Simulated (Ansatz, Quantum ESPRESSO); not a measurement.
One structure in several programs: LaSi2 (I4_1/amd, 6 atoms in the cell)

Self-consistent single point.

```
CELL_PARAMETERS angstrom
     -2.19417     2.19417     6.80509
      2.19417    -2.19417     6.80509
      2.19417     2.19417    -6.80509
ATOMIC_POSITIONS crystal
  La 0.50000 0.50000 0.00000
  La 0.25000 0.75000 0.50000
  Si 0.83577 0.33577 0.50000
  Si 0.08577 0.08577 0.00000
  Si 0.91423 0.91423 0.00000
  Si 0.66423 0.16423 0.50000
```

Shared settings, as Ansatz (a first-principles code) writes them: kpoints.mp_grid.grid = 7 7 7; scf.occupations.method = fermi_dirac; scf.occupations.width = 0.1 eV. Potentials and cutoffs stand in the table.

```tsv
code	model	pressure (GPa)	largest force (eV/Å)	cutoff
Quantum ESPRESSO	LDA (PZ), GBRV 1.5 ultrasoft (LDA) pseudopotentials	-4.12	0.037	40 Ry
Ansatz	LDA (PW92), PAW files made with PBE	-4.15	0.033	default
```

The spread over the programs that give each value: pressure within 0.03 GPa; largest force within 0.004 eV/Å.

Ansatz's pressure is given at a fixed set of plane waves, as the other plane-wave codes print theirs. The same LDA comes in different parametrisations, which differ slightly.

The starting cell comes from a database of computed structures (which also holds hypothetical and non-ambient phases and stackings), without a prior relaxation at this level.

Left out of this page: Elk and FLEUR (not drawn, or without a comparable value).

Keys are those of Ansatz 0.2.
